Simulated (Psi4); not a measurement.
Psi4 1.11, unrestricted BP86/def2-svp: Fe(Br)2 ([Br][Fe][Br]), charge 0, multiplicity 5, 3 atoms. The geometry is a generated start, not checked to be a minimum at this level.

- task = energy
- method = bp86
- basis = def2-svp
- memory = 3 GB
- maxiter = 100
- keys of the molecule block = symmetry c1
- scf_type = df (default)
- e_convergence = 1e-06 (default)
- d_convergence = 1e-06 (default)
- dft_radial_points = 75 (default)
- dft_spherical_points = 302 (default)
- basis functions = 95
- grid points = 65172

```xyz
3

Fe     0.6272     0.0528    -0.0620
Br    -0.5614     1.5096    -1.1770
Br    -0.0659    -1.5624     1.2390
```

Charge 0 and multiplicity 5 are set for this test and not shown to be the ground state.

With the defaults (guess = auto, which took SAD, diis_max_vecs = 10, damping_percentage = 0, diis = true, scf_initial_accelerator = adiis, level_shift = 0, level_shift_cutoff = 0.01, diis_start = 1) it converges in 25 SCF iterations. One run each on 2 threads, with these changes:
- level_shift = 0.5, level_shift_cutoff = 0.001
- guess = gwh
- guess = sap
- diis_max_vecs = 3
- diis_max_vecs = 20
- damping_percentage = 60, diis = false, scf_initial_accelerator = none
- diis_start = 4
- damping_percentage = 60
- guess = sapgau

Which of these changes keep the SCF from converging, or lead it to another solution?

No convergence: diis_max_vecs = 3; damping_percentage = 60; damping_percentage = 60, diis = false, scf_initial_accelerator = none (the run ends without SCF convergence in 100 iterations). Another solution: guess = gwh (110 meV higher); diis_max_vecs = 20 (110 meV higher). The rest reach the solution of the defaults.

| setting | SCF iterations | end |
|---|---|---|
| guess = sap | 13 | same solution |
| level_shift = 0.5, level_shift_cutoff = 0.001 | 23 | same solution |
| the defaults | 25 | same solution |
| diis_start = 4 | 25 | same solution |
| guess = sapgau | 27 | same solution |
| guess = gwh | 21 | other solution, 110 meV higher |
| diis_max_vecs = 20 | 42 | other solution, 110 meV higher |
| diis_max_vecs = 3 | 100 | no convergence |
| damping_percentage = 60 | 100 | no convergence |
| damping_percentage = 60, diis = false, scf_initial_accelerator = none | 100 | no convergence |
